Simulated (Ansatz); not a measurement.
# CaF2: Ca on a F site (antisite), symmetric start

The reference is an 18-atom supercell of CaF2 in the fluorite structure (space group Fm-3m, No. 225; a = 5.5110 Å) at its relaxed geometry.

The change: a neutral Ca on a F site (antisite), symmetric start, atoms relaxed at fixed cell.

The values are results of PBE/PAW in Ansatz (an electronic-structure program), scalar-relativistic without spin-orbit coupling, not measurements. Γ-centred 5×4×5 mesh, Fermi–Dirac width 0.01 eV.

```tsv
quantity	base	changed	shift
pressure	0.0 GPa	7.7 GPa	+7.7 GPa
gap of the supercell	7.14 eV	zero	–
total moment of the cell	–	1.0 μB	–
energy gained by relaxation	–	6.21 eV	–
largest displacement of a host atom from its site in the perfect cell	–	2.05 Å	–
```

Final structure:

```
Ca7F11
1.0
    2.75548     5.51096     2.75548
    2.75548    -5.51096     2.75548
    5.51096     2.75548    -2.75548
Ca F
7 11
Direct
  0.08615   0.34559   0.66667
  0.96862   0.92985   0.06506
  0.36702   0.92985   0.26827
  0.51108   0.15483   0.66667
  0.55333   0.44300   0.09540
  0.98207   0.44300   0.23793
  0.62655   0.72830   0.66667
  0.18649   0.19897   0.27114
  0.79096   0.19897   0.06220
  0.79099   0.07316   0.66667
  0.95449   0.58667   0.96732
  0.25514   0.58667   0.36602
  0.16614   0.04023   0.66667
  0.31075   0.41873   0.89642
  0.54050   0.41873   0.43691
  0.78731   0.45808   0.66667
  0.64772   0.77269   0.99363
  0.97469   0.77269   0.33970
```

Other magnetic orders, which the real material may have, were not ruled out. In so small a cell the defect repeats every few ångströms: this is an ordered compound, not a dilute defect. The mesh was chosen for an insulator and is coarse for the gapless case. The defect started on the symmetric site and kept its symmetry, so it may sit on a saddle. Seeded moments were not kept for Ca on a F site (antisite). The defect cell is spin-polarised and ends with 1.0 μB.
